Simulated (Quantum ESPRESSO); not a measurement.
Input and output of a self-consistent single point for InHO2 (Pmn2_1, 8 atoms in the cell) (Quantum ESPRESSO).

Computed with LDA (PZ), GBRV 1.5 ultrasoft (LDA) pseudopotentials (plane waves; Quantum ESPRESSO).

The change in words: lattice scaled by 0.98. Reference geometry:
```xyz
8
Lattice="3.2985 0.0000 0.0000 0.0000 4.5905 0.0000 0.0000 0.0000 5.3021" Properties=species:S:1:pos:R:3 pbc="T T T"
In     0.0000     3.3416     0.0019
In     1.6493     1.2489     2.6529
H      0.0000     3.6775     2.5403
H      1.6493     0.9131     5.1914
O      0.0000     2.4000     3.3855
O      1.6493     2.1905     0.7344
O      0.0000     4.5060     1.9301
O      1.6493     0.0846     4.5812
```

Reference input (self-consistent single point, DFT, LDA (PZ), plane waves, GBRV 1.5 ultrasoft (LDA) pseudopotentials): ecutwfc = 40 Ry; ecutrho = 200 Ry; occupations = smearing; smearing = fd; degauss = 0.000734986 Ry; potentials = {In: in_lda_v1.4.uspp.F.UPF, H: h_lda_v1.4.uspp.F.UPF, O: o_lda_v1.2.uspp.F.UPF}; K_POINTS = automatic 7 5 4 0 0 0; conv_thr = 1e-11 Ry; mixing_beta = 0.3. This run's input differs from it in these lines:

```diff
@@ -38,5 +38,5 @@
 CELL_PARAMETERS {angstrom}
-   3.2985000000     0.0000000000     0.0000000000
-   0.0000000000     4.5905200000     0.0000000000
-   0.0000000000     0.0000000000     5.3021300000
+   3.2325300000     0.0000000000     0.0000000000
+   0.0000000000     4.4987100000     0.0000000000
+   0.0000000000     0.0000000000     5.1960870000
```

The program printed (abridged):

```
     Self-consistent Calculation

     iteration #  1     ecut=    40.00 Ry     beta= 0.30

     total energy              =    -397.79912302 Ry
     estimated scf accuracy    <       1.91176463 Ry

     iteration #  2     ecut=    40.00 Ry     beta= 0.30

     total energy              =    -397.93195704 Ry
     estimated scf accuracy    <       0.21057805 Ry

     iteration #  3     ecut=    40.00 Ry     beta= 0.30

     total energy              =    -397.94753786 Ry
     estimated scf accuracy    <       0.02884295 Ry

   [... 8 blocks of this kind left out ...]

     iteration # 12     ecut=    40.00 Ry     beta= 0.30

     total energy              =    -397.94855098 Ry
     estimated scf accuracy    <          4.2E-11 Ry

     iteration # 13     ecut=    40.00 Ry     beta= 0.30
     End of self-consistent calculation

     the Fermi energy is     9.7914 ev

!    total energy              =    -397.94855099 Ry
     estimated scf accuracy    <          5.7E-12 Ry
     smearing contrib. (-TS)   =      -0.00000000 Ry
     internal energy E=F+TS    =    -397.94855099 Ry

     convergence has been achieved in  13 iterations

     Forces acting on atoms (cartesian axes, Ry/au):

     atom    1 type  1   force =     0.00000000    0.00498292    0.00053819
     atom    2 type  1   force =     0.00000000   -0.00498292    0.00053819
     atom    3 type  2   force =    -0.00000000   -0.04966388    0.03743893
     atom    4 type  2   force =     0.00000000    0.04966388    0.03743893
     atom    5 type  3   force =     0.00000000    0.00340349   -0.00097330
   [... lines left out ...]

     Total force =     0.123730     Total SCF correction =     0.000008

          total   stress  (Ry/bohr**3)                   (kbar)     P=       55.23
   0.00023696   0.00000000   0.00000000           34.86        0.00        0.00
   0.00000000   0.00050416   0.00000000            0.00       74.16        0.00
   0.00000000   0.00000000   0.00038517            0.00        0.00       56.66

   JOB DONE.
```

The run converged in 13 iterations. Against the reference run the free energy goes up by 2.3 meV/atom, the pressure goes from -5.40 to 5.52 GPa, the largest force goes from 0.889 to 1.599 eV/Å and the gap on the mesh goes from 1.877 to 2.286 eV.

The starting cell comes from a database of computed structures (which also holds hypothetical and non-ambient phases and stackings), without a prior relaxation at this level. For this run, on top of that: lattice scaled by 0.98. With a pressure of about 6 GPa the cell is away from its equilibrium volume at this level. Forces in this geometry exceed 1 eV/Å.
